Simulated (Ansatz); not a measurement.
We consider Al2O3 (model structure, started from the Al2S3 type, Cc, No. 9, 10 atoms in the cell), described by r²SCAN+rVV10 in Ansatz (PAW).

Numerical settings: plane-wave cutoff 560 eV, 8×8×8 k mesh, Fermi–Dirac smearing 0.01 eV, scalar-relativistic PAW data made under PBE.

Cell (relaxed at this level):

```
Al2O3
1.0
    4.82462    -2.74037     0.03372
    4.82462     2.74037     0.03372
   -3.10638     0.00000     4.69960
Al O
4 6
Direct
  0.00518   0.16116   0.51645
  0.16116   0.00518   0.01645
  0.68569   0.80138   0.49301
  0.80138   0.68569   0.99301
  0.02484   0.30486   0.88567
  0.30486   0.02484   0.38567
  0.86713   0.87871   0.86504
  0.87871   0.86713   0.36504
  0.43471   0.75333   0.86486
  0.75333   0.43471   0.36486
```

Q: Estimate the band gap and smallest direct gap on the k points sampled that the calculation returns.

A: 
* **band gap**: 4.67 eV
* **smallest direct gap on the k points sampled**: 4.68 eV

Note: the relaxation could raise the start's symmetry but not lower it, so the cell can be a saddle point.

Computed values are for the static lattice.

It cost around 4 core-minutes (rough) of CPU time.

A model structure was made by putting elements into a prototype or built by hand; it is no filed structure, need not be a known phase, and can be a saddle point held by its symmetry.

Ansatz is an electronic-structure program.
